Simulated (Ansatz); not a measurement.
End structure of H on the 1x1 (0001) surface of hcp Co, ferromagnetic, one in a 2x2 cell, started at the site 'hollow Co-Co-Co over Co at depth 2.0 Å':

```xyz
17
Lattice="4.9858 0.0000 0.0000 -2.4929 4.3179 0.0000 0.0000 0.0000 25.5000" Properties=species:S:1:pos:R:3 pbc="T T T"
Co     1.2465     0.7196     9.7630
Co     0.0000     2.8786     9.7630
Co     3.7394     0.7196     9.7630
Co     2.4929     2.8786     9.7630
Co     0.0000     1.4393    11.7164
Co    -1.2465     3.5982    11.7164
Co     2.4929     1.4393    11.7164
Co     1.2465     3.5982    11.7164
Co     1.2465     0.7196    13.7787
Co    -0.0009     2.8781    13.7821
Co     3.7394     0.7206    13.7821
Co     2.4938     2.8781    13.7821
Co    -0.0093     1.4446    15.7499
Co    -1.2465     3.5875    15.7499
Co     2.5022     1.4446    15.7499
Co     1.2465     3.5982    15.7260
H      1.2465     0.7196    16.7171
```

Set-up: 17 atoms, 6.0 Å thick at the start under the adsorbate (thin: gaps and levels are the slab's own); mesh 7x7x1; 0.1 eV smearing; dipole correction on; 8 atoms held, the rest relaxed; symmetry of the start imposed; spin-polarised, no spin-orbit, no U, no dispersion correction. At the end it is bonded to 3 Co. In PBE it is, or lies within 0.03 eV of, the lowest of the starts that converged.

A negative adsorption energy means that the adsorbate is more stable on the surface than in its reference.

Estimate the work function of the top face that Ansatz (a first-principles code) with PBE returns for this input.

4.94 eV

What is the computed change of the step from the bottom to the top vacuum level, against the clean slab (PBE)?

-0.033 eV

Give the change of the work function at the level PBE.

-0.039 eV

What adsorption energy against ½ H2(g) does PBE give?

-0.51 eV
